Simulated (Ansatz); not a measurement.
Base system: Sn (space group I4_1/amd, No. 141).

```
Sn
1.0
   -2.91645     2.91645     1.57904
    2.91645    -2.91645     1.57904
    2.91645     2.91645    -1.57904
Sn
2
Direct
  0.75000   0.25000   0.50000
  0.00000   0.00000   0.00000
```

Computed with Ansatz (a program for electronic structure), PBEsol, PAW, cutoff 420 eV, spin-orbit coupling left out.

One change was made to it. Results:

```tsv
quantity	base	after
volume per atom	26.86 Å³	26.62 Å³
band gap	zero	zero
c/a ratio	0.541	0.527
```

Task: Which change produced these results?
(A) Sn → In
(B) Sn → Ge
(C) Sn → Zn

Result: A, Sn → In. For comparison, the volume per atom in the other runs: Sn → Ge gives 18.34 Å³; Sn → Zn gives 16.07 Å³.

Whether these cells are dynamically stable was not tested. As relaxed here, In and Zn are hypothetical phases, not in the database extracts checked. For Ge in this form, whether it has been made was not checked. This is not the structure that Ge has at room temperature and ambient pressure.
